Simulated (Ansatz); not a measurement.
The starting structures come from a database of crystals and need not be the phases stable at ambient conditions.

By PBEsol, the system below comes out a metal.

Data:

```yaml
crystal:
  lattice:
    - [4.18704, 0.00000, 0.00000]
    - [0.00000, 5.92137, 0.00000]
    - [0.00000, 2.96068, 2.96068]
  atoms:
    - { symbol: In, position: [0.00000, 0.00000, 0.00000] }
    - { symbol: Ag, position: [0.50000, 0.00000, 0.50000] }
    - { symbol: Ag, position: [0.50000, 0.50000, 0.50000] }
    - { symbol: Ag, position: [0.00000, 0.50000, 0.00000] }
```

Space group of this cell: Pm-3m, Cu3Au type. The cell is taken as given; by PBEsol its mean pressure is -3.3 GPa.

The current flows along the normal of the first two printed cell vectors, the (110) plane of the conventional cell. No spin-orbit coupling; the value is a mean over 0.1 eV about the Fermi level.

### Question
Give the ballistic conductance per area that PBEsol in Ansatz (a first-principles code) yields.

### Answer
0.83 × 10¹⁵ S/m² for both spins.
